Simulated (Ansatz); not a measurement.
An Ansatz (a first-principles code) run: Cs with a change (x(Li) = 0.5, 4 atoms, Cmme); r2SCAN (Ansatz, PAW, no spin-orbit coupling).

Input:

Ansatz 0.2 input:
```yaml
crystal:
  lattice:
    - [3.215820355, -3.2167549527, 0]
    - [3.215820355, 3.2167549527, 0]
    - [0, 0, 11.9109499893]
  atoms:
    - { symbol: Cs, position: [0.75, 0.25, 0.7953441046] }
    - { symbol: Cs, position: [0.25, 0.75, 0.2046558954] }
    - { symbol: Li, position: [0.75, 0.25, 0.4700299372] }
    - { symbol: Li, position: [0.25, 0.75, 0.5299700628] }
basis: { ecutwfc: 500, ecutrho_ratio: 4, xc_grid: 4, fft_grid_basis: typed }
kpoints: { mp_grid: { grid: [10, 10, 4] } }
hamiltonian:
  xc: r2scan
  dispersion: none
  pseudopotentials: { kind: paw }
scf: { occupations: { method: fermi_dirac, width: 0.05 }, convergence: { dr2_threshold: 0.0000000004 } }
output: { forces: true, stress: true }
checkpoint: { write: state.ck, write_every: 1000 }
```

Output (explanatory and most iteration lines left out):

```
Pseudopotential: Cs, paw, valence charge 9
Pseudopotential: Li, paw, valence charge 3
Crystal: 4 atoms, lattice volume = 246.426 Å³
Basis set: ecut = 500 eV, 6303 PW (Γ), exchange–correlation on 144×144×360 points (64 copies of the dense FFT grid, shifted against one another)
Bands: 16, of which v1, the nominal top of the filled ones, is band 12 counted from 1 (11 counted from 0)
Symmetry: 8 space group operations
Space group: Cmme (ITA 67), of the structure as read, at distance tolerance 6.3e-5 Å
k-points: 93 of 400
Functional: x = r2scan, c = r2scan; τ floored in thin density (d = 2e-4 eV/Å³)
SCF iter   1: F=—  HF=-11781.535906 eV  |F-HF|=—  |Δ(HF+E_count)|=         —  Δρ=2.50e-3  dr2=5.23e-2  dr2_τ=6.32e-4  ethr=1.77e-3  ⟨swp⟩=6.9  Hψ=8962  notcnv=0
SCF iter   2: F=—  HF=-11781.538430 eV  |F-HF|=—  |Δ(HF+E_count)|=   2.52e-3  Δρ=1.54e-3  dr2=4.09e-2  dr2_τ=1.95e-4  ethr=2.18e-4  ⟨swp⟩=2.8  Hψ=3456  notcnv=0
SCF 1 converged in 11 iterations: F = -11781.538316 eV  dr2 = 7.00e-11
SCF converged after 11 iterations
Free energy (F): -11781.538316 eV
Internal energy: -11781.508557 eV  (E = F + TS)
E sigma→0 (E₀):  -11781.523437 eV
Entropy (-TS):   -0.029759 eV (-7.440 meV/atom)
Fermi energy:    2.482030 eV
--- Forces (eV/Å), atoms counted from 1 ---
  atom   1  Cs     0.00000000     0.00000000     0.00266319
  atom   2  Cs     0.00000000     0.00000000    -0.00266319
  atom   3  Li     0.00000000     0.00000000     0.00035683
  atom   4  Li     0.00000000     0.00000000    -0.00035683
--- Stress (GPa, compression-positive) ---
       -0.000008       0.000000       0.000000
        0.000000      -0.001774       0.000000
        0.000000       0.000000       0.009235
  P = ⅓ Tr σ = 0.0025 GPa (0.025 kbar)
```

Each cell is one ordered arrangement of few atoms, which overstates ordering effects compared with a random alloy. Stability against distortions was not tested. The cell was made from Cs by this change: x(Li) = 0.5, 4 atoms, Cmme. Under x(Li) = 0.5, 4 atoms, Cmme the cell changed shape so far that it is another structure.
